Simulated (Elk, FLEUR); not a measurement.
A FLEUR input for a self-consistent single point of Bi (R-3m, 2 atoms in the cell) (DFT, PBE, all-electron FLAPW (FLEUR), scalar-relativistic valence):

Input of the input generator:

```
Bi
&input film=f /
0.8776532665 -0.4792960920 0.0000000316
0.8776532665 0.4792960920 0.0000000316
0.6159043761 0.0000000000 0.7878209184
9.1015212975
1.0 1.0 1.0

2
83 0.2340000000 0.2340000000 0.2340000000
83 0.7660000000 0.7660000000 0.7660000000

&comp jspins=1 /
&kpt div1=9 div2=9 div3=9 /
&end /
```

```xml
<?xml version="1.0" encoding="UTF-8" standalone="no"?>
<fleurInput fleurInputVersion="0.39">
   <comment>
      Bi                                                                                                  
   </comment>
   <calculationSetup>
      <cutoffs Kmax="3.8" Gmax="15.2" GmaxXC="15.2" numbands="0"/>
      <scfLoop itmax="80" minDistance="0.00001" maxIterBroyd="15" imix="Anderson" alpha="0.05" precondParam="0.0" spinf="2.0"/>
      <coreElectrons ctail="T" frcor="F" kcrel="0" coretail_lmax="0"/>
      <xcFunctional name="pbe" relativisticCorrections="F"/>
      <magnetism jspins="1"/>
      <soc l_soc="F" theta="0.0" phi="0.0" spav="F"/>
      <expertModes spex="0" secvar="F"/>
      <geometryOptimization l_f="T" forcealpha="1.0" forcemix="BFGS" epsdisp="0.00001" epsforce="0.00001"/>
      <ldaU l_linMix="F" mixParam="0.05" spinf="1.0"/>
   </calculationSetup>
   <cell>
      <bzIntegration valenceElectrons="30.0" mode="gauss" fermiSmearingEnergy="0.00999582">
         <kPointListSelection listName="default-1"/>
         <!-- k-points included here -->
         <xi:include xmlns:xi="http://www.w3.org/2001/XInclude" href="kpts.xml"> </xi:include>
      </bzIntegration>
      <!-- symmetry operations included here -->
      <xi:include xmlns:xi="http://www.w3.org/2001/XInclude" href="sym.xml"> </xi:include>
      <bulkLattice scale="1.0">
         <bravaisMatrix>
            <row-1>    7.9879798968701925    -4.3623235891465191     0.0000002876080730</row-1>
            <row-2>    7.9879798968701925     4.3623235891465191     0.0000002876080730</row-2>
            <row-3>    5.6056667962976006     0.0000000000000000     7.1703688674336092</row-3>
         </bravaisMatrix>
      </bulkLattice>
   </cell>
   <atomSpecies>
      <species name="Bismuth (Bi)" element="Bi" atomicNumber="83">
         <mtSphere radius="2.68" gridPoints="925" logIncrement="0.015"/>
         <atomicCutoffs lmax="10" lnonsphr="8"/>
         <electronConfig flipSpins="F">
            <coreConfig>(1s1/2) (2s1/2) (2p1/2) (2p3/2) (3s1/2) (3p1/2) (3p3/2) (4s1/2) (3d3/2) (3d5/2) (4p1/2) (4p3/2) (5s1/2) (4d3/2) (4d5/2) (5p1/2) (5p3/2) (4f5/2) (4f7/2)</coreConfig>
            <valenceConfig>(6s1/2) (5d3/2) (5d5/2) (6p1/2) (6p3/2)</valenceConfig>
            <stateOccupation state="(6p1/2)" spinUp="0.5" spinDown="0.5"/>
            <stateOccupation state="(6p3/2)" spinUp="1.0" spinDown="1.0"/>
         </electronConfig>
         <energyParameters s="6" p="6" d="6" f="5"/>
         <lo type="SCLO" l="2" n="5" eDeriv="0"/>
      </species>
   </atomSpecies>
   <atomGroups>
      <atomGroup species="Bismuth (Bi)">
         <relPos label="                   1">.2340000000 .2340000000 .2340000000</relPos>
         <relPos label="                   2">-.2340000000 -.2340000000 -.2340000000</relPos>
         <force calculate="T" relaxXYZ="TTT"/>
      </atomGroup>
   </atomGroups>
   <output dos="F" band="F" slice="F">
      <checks vchk="F" cdinf="F"/>
      <bandDOS minEnergy="-.5*Htr" maxEnergy="0.5*Htr" sigma="0.015" storeEVData="T"/>
      <vacuumDOS vacdos="F" integ="F" star="F" nstars="0" locx1="0.0" locy1="0.0" locx2="0.0" locy2="0.0" nstm="0" tworkf="0.0"/>
      <unfoldingBand unfoldBand="F" supercellX="1" supercellY="1" supercellZ="1"/>
      <plotting iplot="0" polar="F">
         <plot TwoD="T" vec1="  1.0  0.0  0.0" vec2="  0.0  1.0  0.0" vec3="  0.0  0.0  1.0" zero="  0.0  0.0  0.0" file="plot"/>
      </plotting>
      <chargeDensitySlicing numkpt="0" minEigenval="0.0" maxEigenval="0.0" nnne="0" pallst="F"/>
      <specialOutput eonly="F"/>
      <magneticCircularDichroism mcd="F" energyLo="-10.0" energyUp="0.0"/>
   </output>
  <!-- We include the file relax.xml here to enable relaxations (see documentation) -->
  <xi:include xmlns:xi="http://www.w3.org/2001/XInclude" href="relax.xml"> <xi:fallback/> </xi:include>
</fleurInput>
```

Task: Give the Elk input for the same structure, mesh, smearing and functional.

Result: This is the input that was run; spellings and numerical settings could be chosen otherwise.

```
tasks
  0

xctype
  20

stype
  0

swidth
  0.00999582

maxscl
  100

avec
    7.9879798970   -4.3623235889    0.0000002874
    7.9879798970    4.3623235889    0.0000002874
    5.6056667966    0.0000000000    7.1703688674

atoms
  1
  'Bi.in'
  2
  0.2340000000  0.2340000000  0.2340000000    0.0 0.0 0.0
  0.7660000000  0.7660000000  0.7660000000    0.0 0.0 0.0

ngridk
  9 9 9
```

Basis settings and potentials, where a program has them, do not carry over. This input uses DFT, PBE, all-electron FP-LAPW, Elk's shipped species files, default APW+lo basis.

The starting cell has typed, rounded lattice constants, without a prior relaxation at this level. Its lattice was rescaled by a random factor within 2.5 % of one.
